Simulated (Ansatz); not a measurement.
Take TiC in the rock salt structure (space group Fm-3m, No. 225; relaxed with 0.1 eV smearing) as the base.

```yaml
crystal:
  lattice:
    - [0.00000, 2.14668, 2.14668]
    - [2.14668, 0.00000, 2.14668]
    - [2.14668, 2.14668, 0.00000]
  atoms:
    - { symbol: Ti, position: [0.00000, 0.00000, 0.00000] }
    - { symbol: C, position: [0.50000, 0.50000, 0.50000] }
```

Method: Ansatz (a first-principles code), PBEsol, PAW, cutoff 420 eV, spin-orbit coupling left out.

Before the change:

```
Quantity    Value
--------  -------
Pressure  0.0 GPa
Band gap     zero
```

The change: the cell is scaled by 0.9900 in all directions, atoms relaxed at fixed cell.

Problem. Predict the new energy relative to the base, pressure and band gap.

Solution. The energy increases by 7.7 meV/atom; the pressure goes from zero to 8.6 GPa; the band gap is still zero.

The cells carry an imposed strain or load. Whether these cells are dynamically stable was not tested. All final runs are without spin polarisation.
